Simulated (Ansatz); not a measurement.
## Pressure series in CaS

Start from CaS in the rock salt structure (space group Fm-3m, No. 225).

```xyz
2
Lattice="0.0000 2.8166 2.8166 2.8166 0.0000 2.8166 2.8166 2.8166 0.0000" Properties=species:S:1:pos:R:3 pbc="T T T"
Ca     0.0000     0.0000     0.0000
S      2.8166     2.8166     2.8166
```

Cell and atoms are relaxed at each pressure.

Level of theory: PBEsol (Ansatz, a program for electronic structure, PAW, no spin-orbit coupling).

Candidates:
(a) pressure 10 GPa
(b) pressure −2 GPa
(c) pressure 0.7 GPa
(d) pressure −1 GPa

For the base:

| Item | Result |
|---|---|
| Band gap | 2.16 eV |

Order them by band gap, lowest first.

(a) pressure 10 GPa (1.78 eV), (c) pressure 0.7 GPa (2.13 eV), (d) pressure −1 GPa (2.20 eV), (b) pressure −2 GPa (2.24 eV)

Load acts through the strain it causes; cell and atoms are relaxed under it. Stability against distortions was not tested. No other phases were tried under pressure.
